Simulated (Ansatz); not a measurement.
Hypothetical CsCl type NbP, response to strain

Take NbP in the CsCl type structure (space group Pm-3m, No. 221; a = 3.1101 Å; a hypothetical phase, not in the database extracts checked; relaxed with 0.1 eV smearing) as the base. Axes: x, y, z lie along the cube axes.

Strains are applied to the cell and any free atomic positions relax; under biaxial strain the out-of-plane vector relaxes too.

Computed with PBE (Ansatz, an electronic-structure program, PAW, no spin-orbit coupling).

Candidates:
(a) biaxial strain −1.02 %, plane normal [111], relaxed out of plane
(b) strain tensor (xx, yy, zz, yz, xz, xy) = (−2.44, +2.28, +0.35, +1.74, −1.26, +0.48) %
(c) strain tensor (xx, yy, zz, yz, xz, xy) = (+1.03, −1.48, +0.80, −0.03, −1.05, +0.66) %

Notes on the quantities. energy relative to the base: free energy F.

Problem. Order them by energy relative to the base, lowest first.

Solution. (a) biaxial strain −1.02 %, plane normal [111], relaxed out of plane (+3.8 meV/atom), (c) strain tensor (xx, yy, zz, yz, xz, xy) = (+1.03, −1.48, +0.80, −0.03, −1.05, +0.66) % (+8.1 meV/atom), (b) strain tensor (xx, yy, zz, yz, xz, xy) = (−2.44, +2.28, +0.35, +1.74, −1.26, +0.48) % (+25 meV/atom)

Whether these cells are dynamically stable was not tested. All final runs are without spin polarisation.
